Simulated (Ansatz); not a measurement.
We consider CdSe2 (Pa-3, No. 205, 12 atoms in the cell; start mp-1095493), described by HSE06+SOC (PAW; Ansatz, an electronic-structure program).

Settings: plane-wave cutoff 460 eV, 4×4×4 k mesh, Fermi–Dirac smearing 0.01 eV, PAW data made under PBE.

Cell (relaxed with PBEsol):

```yaml
crystal:
  lattice:
    - [6.60479, 0.00000, 0.00000]
    - [0.00000, 6.60479, 0.00000]
    - [0.00000, 0.00000, 6.60479]
  atoms:
    - { symbol: Cd, position: [0.50000, 0.50000, 0.00000] }
    - { symbol: Cd, position: [0.00000, 0.50000, 0.50000] }
    - { symbol: Cd, position: [0.00000, 0.00000, 0.00000] }
    - { symbol: Cd, position: [0.50000, 0.00000, 0.50000] }
    - { symbol: Se, position: [0.10392, 0.89608, 0.39608] }
    - { symbol: Se, position: [0.89608, 0.10392, 0.60392] }
    - { symbol: Se, position: [0.39608, 0.10392, 0.89608] }
    - { symbol: Se, position: [0.60392, 0.89608, 0.10392] }
    - { symbol: Se, position: [0.60392, 0.60392, 0.60392] }
    - { symbol: Se, position: [0.39608, 0.39608, 0.39608] }
    - { symbol: Se, position: [0.89608, 0.39608, 0.10392] }
    - { symbol: Se, position: [0.10392, 0.60392, 0.89608] }
```

Q: Give the computed band gap, smallest direct gap on the k points sampled and direct gap at Γ.

A: 
- band gap: 1.48 eV (indirect)
- smallest direct gap on the k points sampled: 1.71 eV
- direct gap at Γ: 2.06 eV

Note: cell and atoms aren't relaxed at this level (largest force component 0.18 eV/Å, pressure 1.7 GPa).

Static lattice: no zero-point or thermal effects.

A start named mp-… is a Materials Project structure, which need not be a measured phase.
